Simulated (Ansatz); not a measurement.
**TiSi2 under a change: uniaxial stress, 1 GPa compression along z**

The reference is TiSi2 (space group Cmcm, No. 63; a = 3.546 Å, b = 13.563 Å, c = 3.580 Å). Axes: x, y, z lie along a, b, c of the conventional cell.

Modification: uniaxial stress, 1 GPa compression along z; all other stress components relax to zero.

Calculations: PBE (Ansatz, a program for electronic structure; PAW; 420 eV plane waves; without spin-orbit coupling). Settings: 14×14×13 k-points, 0.05 eV Fermi–Dirac smearing.

```csv
quantity,base,changed,shift
volume per atom,14.35 Å³,14.32 Å³,-0.03 Å³
space group,Cmcm (No. 63),Cmcm (No. 63),–
shortest interatomic distance,2.404 Å,2.401 Å,-0.003 Å
energy relative to the base (free energy F),0 meV/atom,+0.2 meV/atom,+0.2 meV/atom
band gap,zero,zero,–
"strain response (xx, yy, zz) (rough)",–,"(+0.13, +0.09, −0.39) %",–
```

Without a gap, meshes like the base's 14×14×13 leave anisotropic stresses uncertain by several tenths of a GPa, and small strain energies with them. Stability under load was not tested beyond the relaxation. The final runs are not spin-polarised.
